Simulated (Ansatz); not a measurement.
Consider the following.

```
CELL_PARAMETERS angstrom
      0.00000     2.83304     2.83304
      2.83304     0.00000     2.83304
      2.83304     2.83304     0.00000
ATOMIC_POSITIONS crystal
  Se 0.75000 0.75000 0.75000
  Zn 0.00000 0.00000 0.00000
```

No spin polarisation.

0.0910 electrons added to each cell, a density of 2.0×10^21 cm⁻³, with a uniform compensating background at fixed cell and a 300 K Fermi–Dirac width.

Level of theory: Ansatz (an electronic-structure program), r2SCAN, PAW, cutoff 500 eV, spin-orbit coupling left out, earlier PAW set. Settings: 23×23×23 k-points, 0.0259 eV Fermi–Dirac smearing.

Task: Predict the Fermi level from band edge, gap character and gap between the host's bands.

Result: The Fermi level relative to the doped band's edge (positive inside the band; to 0.05 eV) is +1.45 eV and the gap character comes out as direct at Γ. The gap between the host's bands comes out as 1.82 eV.

Carriers are added with a uniform compensating background; total energy and stress of such cells depend on the potential's zero and are not compared; many-body gap narrowing is missing at this level. No phonon test of stability was made. The cell was made from ZnSe in the zinc blende structure (space group F-43m, No. 216) by this change: electrons 2.0×10^21 cm⁻³.
